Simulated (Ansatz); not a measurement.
**fcc Pd (0 0 1) on zinc-blende InAs (0 0 1) (film strained to the substrate, faces as cut)**

A periodic stack without vacuum, fcc Pd (0 0 1) on zinc-blende InAs (0 0 1) (film strained to the substrate, faces as cut): substrate slab As12In10, film Pd30, surface cells [[0, -1], [2, 1]] and [[-3, -1], [-1, -2]], film strained by -0.8 and -0.8 %, faces As/As and Pd/Pd as cut (like faces can put a slab off its formula).

The start was prepared with a machine-learned potential, and the result is one local minimum, with the in-plane cell held and forces under 0.04 eV/Å; the film can end far from its bulk form.

Method: PBE (plane waves to 420 eV, PAW; Ansatz, a program for electronic structure). No spin–orbit coupling; the runs are not spin-polarised; PBE gaps are too small against experiment. Its k-point mesh 4×4×1, Fermi–Dirac width 0.05 eV.

```
Quantity                                                                                   Result
--------------------------------------------------------------------------------  ---------------
interface area                                                                            38.3 Å²
period                                                                                    28.55 Å
gaps between the outermost planes at the two interfaces                           1.30 and 1.40 Å
As–Pd contacts across the interfaces within 1.22 times the sum of covalent radii  16, mean 2.46 Å
In–Pd contacts across the interfaces within 1.22 times the sum of covalent radii   8, mean 2.90 Å
```

```yaml
crystal:
  lattice:
    - [6.18510, 0.00068, -0.08485]
    - [0.00023, 6.18541, 0.06682]
    - [-1.41539, 2.38124, 28.59789]
  atoms:
    - { symbol: As, position: [0.79603, 0.23482, 0.13016] }
    - { symbol: As, position: [0.23020, 0.65529, 0.13612] }
    - { symbol: As, position: [0.24773, 0.08011, 0.02434] }
    - { symbol: As, position: [0.67133, 0.82953, 0.02481] }
    - { symbol: As, position: [0.81936, 0.09752, 0.35064] }
    - { symbol: As, position: [0.31143, 0.57871, 0.35145] }
    - { symbol: As, position: [0.28748, 0.12597, 0.24278] }
    - { symbol: As, position: [0.77762, 0.64181, 0.24259] }
    - { symbol: As, position: [0.87333, 0.13742, 0.56724] }
    - { symbol: As, position: [0.38308, 0.35329, 0.56731] }
    - { symbol: As, position: [0.37708, 0.00004, 0.46068] }
    - { symbol: As, position: [0.81716, 0.58151, 0.46066] }
    - { symbol: In, position: [0.00265, 0.92239, 0.18752] }
    - { symbol: In, position: [0.53036, 0.39321, 0.18904] }
    - { symbol: In, position: [0.50626, 0.95353, 0.10653] }
    - { symbol: In, position: [0.08317, 0.56602, 0.04706] }
    - { symbol: In, position: [0.07976, 0.81614, 0.40386] }
    - { symbol: In, position: [0.58301, 0.31288, 0.40707] }
    - { symbol: In, position: [0.54946, 0.85889, 0.29963] }
    - { symbol: In, position: [0.05032, 0.36472, 0.29404] }
    - { symbol: In, position: [0.62110, 0.75595, 0.54049] }
    - { symbol: In, position: [0.10674, 0.27926, 0.48979] }
    - { symbol: Pd, position: [0.05874, 0.49629, 0.69067] }
    - { symbol: Pd, position: [0.66414, 0.69166, 0.68883] }
    - { symbol: Pd, position: [0.86086, 0.08894, 0.69091] }
    - { symbol: Pd, position: [0.46876, 0.29224, 0.69068] }
    - { symbol: Pd, position: [0.27114, 0.88565, 0.69067] }
    - { symbol: Pd, position: [0.14542, 0.21909, 0.62614] }
    - { symbol: Pd, position: [0.73938, 0.42612, 0.61322] }
    - { symbol: Pd, position: [0.94681, 0.81135, 0.61794] }
    - { symbol: Pd, position: [0.54391, 0.02354, 0.61291] }
    - { symbol: Pd, position: [0.33891, 0.63449, 0.61808] }
    - { symbol: Pd, position: [0.10740, 0.43008, 0.83083] }
    - { symbol: Pd, position: [0.70532, 0.62887, 0.83072] }
    - { symbol: Pd, position: [0.90576, 0.02950, 0.83055] }
    - { symbol: Pd, position: [0.50555, 0.22853, 0.83077] }
    - { symbol: Pd, position: [0.30606, 0.82987, 0.83085] }
    - { symbol: Pd, position: [0.18541, 0.16041, 0.76063] }
    - { symbol: Pd, position: [0.78621, 0.36071, 0.76083] }
    - { symbol: Pd, position: [0.98488, 0.76049, 0.76064] }
    - { symbol: Pd, position: [0.58466, 0.95959, 0.76101] }
    - { symbol: Pd, position: [0.38605, 0.55937, 0.76055] }
    - { symbol: Pd, position: [0.14498, 0.37821, 0.96962] }
    - { symbol: Pd, position: [0.74753, 0.54960, 0.97470] }
    - { symbol: Pd, position: [0.94725, 0.96574, 0.97284] }
    - { symbol: Pd, position: [0.54707, 0.16632, 0.97316] }
    - { symbol: Pd, position: [0.34651, 0.76355, 0.97544] }
    - { symbol: Pd, position: [0.22393, 0.09683, 0.90096] }
    - { symbol: Pd, position: [0.82120, 0.29962, 0.90091] }
    - { symbol: Pd, position: [0.02869, 0.69715, 0.90077] }
    - { symbol: Pd, position: [0.62935, 0.89622, 0.90154] }
    - { symbol: Pd, position: [0.42891, 0.50008, 0.90149] }
```
